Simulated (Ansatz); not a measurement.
Start from CeO$_{2}$ in the fluorite structure (space group Fm-3m, No. 225).

```
CeO2
1.0
    0.00000     2.73224     2.73224
    2.73224     0.00000     2.73224
    2.73224     2.73224     0.00000
Ce O
1 2
Direct
  0.00000   0.00000   0.00000
  0.25000   0.25000   0.25000
  0.75000   0.75000   0.75000
```

Level of theory: plane-wave PAW DFT at the PBE level (Ansatz, a first-principles code, 420 eV), spin-orbit coupling left out, earlier PAW set.

Modification: every lattice vector is shortened by 0.67 %, atoms relaxed at fixed cell.

Task: Predict the new mean gap deformation potential ΔEg/Δln V and energy relative to the base.

Result: The mean gap deformation potential ΔEg/Δln V is -2.9 eV; the energy goes up by 3.1 meV/atom.

The cells carry an imposed strain or load. Stability against distortions was not tested. Seeded moments were not kept for the base. All final runs are without spin polarisation.
